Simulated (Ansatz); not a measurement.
Consider interstitial Na in monoclinic HfO2, charge state +1. Method: PBE, PAW (plane waves to 420 eV; Ansatz, a program for electronic structure).

Cell of 96 host sites held at the relaxed PBE lattice; the Γ point alone; Fermi-Dirac width 0.01 eV, spin-restricted; finite-size errors left in. No zero-point or tunnelling terms. Spin-orbit coupling is left out. The charge state is imposed; whether it is stable for some Fermi level was not computed. Sites that were not tried may lie lower.

Barriers: single points on a 2×2×2 k-point mesh shifted by half a step at the bands' geometries.

The step: a direct jump of one Na atom. Atoms about the jump, Cartesian Å from the middle of the jump, before and after:

```json
[
 {"atom": "Na1", "x0": "-0.22", "y0": "-1.09", "z0": "1.32", "x1": "0.22", "y1": "1.09", "z1": "-1.32"},
 {"atom": "O2", "x0": "-1.53", "y0": "0.01", "z0": "-0.79", "x1": "-1.60", "y1": "0.04", "z1": "-0.80"},
 {"atom": "O3", "x0": "0.91", "y0": "0.51", "z0": "0.74", "x1": "0.76", "y1": "0.43", "z1": "0.80"},
 {"atom": "O4", "x0": "0.38", "y0": "-2.27", "z0": "-0.26", "x1": "0.29", "y1": "-2.20", "z1": "-0.21"},
 {"atom": "O5", "x0": "1.29", "y0": "-0.43", "z0": "-1.84", "x1": "1.36", "y1": "-0.51", "z1": "-1.90"},
 {"atom": "Hf6", "x0": "-0.46", "y0": "-1.54", "z0": "-2.09", "x1": "-0.47", "y1": "-1.61", "z1": "-2.12"},
 {"atom": "Hf7", "x0": "-0.91", "y0": "1.61", "z0": "0.52", "x1": "-1.08", "y1": "1.57", "z1": "0.74"},
 {"atom": "Hf8", "x0": "2.16", "y0": "-1.07", "z0": "-0.01", "x1": "2.02", "y1": "-1.10", "z1": "0.08"},
 {"atom": "O9", "x0": "-2.04", "y0": "-2.66", "z0": "-1.08", "x1": "-2.06", "y1": "-2.66", "z1": "-1.13"},
 {"atom": "O10", "x0": "-1.14", "y0": "-0.03", "z0": "-3.47", "x1": "-1.08", "y1": "-0.01", "z1": "-3.43"},
 {"atom": "O11", "x0": "-2.05", "y0": "-0.04", "z0": "1.83", "x1": "-2.06", "y1": "0.00", "z1": "1.83"},
 {"atom": "Hf12", "x0": "-3.19", "y0": "-1.08", "z0": "0.13", "x1": "-3.18", "y1": "-1.08", "z1": "0.11"},
 {"atom": "O13", "x0": "0.28", "y0": "3.07", "z0": "-0.21", "x1": "0.24", "y1": "3.01", "z1": "-0.18"},
 {"atom": "O14", "x0": "0.73", "y0": "2.19", "z0": "-2.84", "x1": "0.83", "y1": "2.27", "z1": "-2.90"},
 {"atom": "Hf15", "x0": "-2.71", "y0": "1.09", "z0": "-2.52", "x1": "-2.74", "y1": "1.08", "z1": "-2.51"},
 {"atom": "Hf16", "x0": "-0.94", "y0": "-3.76", "z0": "0.53", "x1": "-0.93", "y1": "-3.68", "z1": "0.55"}
]
```

**Question.** Give the saddle-point geometry and the barrier.

**Answer.** 
| atom | x | y | z |
|---|---|---|---|
| Na1 | -0.25 | -0.28 | -0.54 |
| O2 | -2.04 | 0.45 | -0.65 |
| O3 | 0.87 | 0.48 | 0.87 |
| O4 | 0.39 | -2.26 | -0.30 |
| O5 | 1.33 | -0.54 | -1.89 |
| Hf6 | -0.35 | -1.80 | -2.37 |
| Hf7 | -1.04 | 1.78 | 0.69 |
| Hf8 | 2.16 | -1.13 | 0.11 |
| O9 | -1.96 | -2.51 | -1.24 |
| O10 | -1.14 | -0.12 | -3.39 |
| O11 | -2.02 | 0.03 | 1.85 |
| Hf12 | -3.28 | -1.04 | 0.11 |
| O13 | 0.26 | 3.08 | -0.16 |
| O14 | 0.71 | 2.13 | -2.78 |
| Hf15 | -2.75 | 1.12 | -2.50 |
| Hf16 | -0.90 | -3.64 | 0.51 |
It lies 2.76 eV above the start and 2.76 eV above the end. The saddle point's order was not checked.
